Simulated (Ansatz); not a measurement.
**CdS in the zinc blende structure (space group F-43m, No. 216)**

Space group F-43m (No. 216); a = b = c = 5.927 Å, α = β = γ = 90.00°

```tsv
atom	site	symmetry	x	y	z
Cd	4a	-43m	0.0000	0.0000	0.0000
S	4d	-43m	0.7500	0.7500	0.7500
```
(The calculation used a cell of 2 atoms; values per cell refer to that cell.)

Calculations: PBE/PAW in Ansatz (a quantum-chemistry and plane-wave program), no spin-orbit coupling. Settings: 10×10×10 k-points, 0.05 eV Fermi–Dirac smearing.

- Volume per atom = 26.02 Å³
- Density = 4.61 g/cm³
- Band gap = 1.04 eV, direct at Γ
- Electron mass = 0.12 mₑ
- Hole mass (degenerate bands, along [100]) = 0.13, 0.82, 0.82 mₑ
- Lowest conduction-band minima above the VBM = Γ 1.04 eV
- Total energy = -4578.914 eV/atom (σ→0; compares only within this code and set-up)

Effective masses come from finite differences of ±0.01 Å⁻¹. Stability against distortions was not tested.
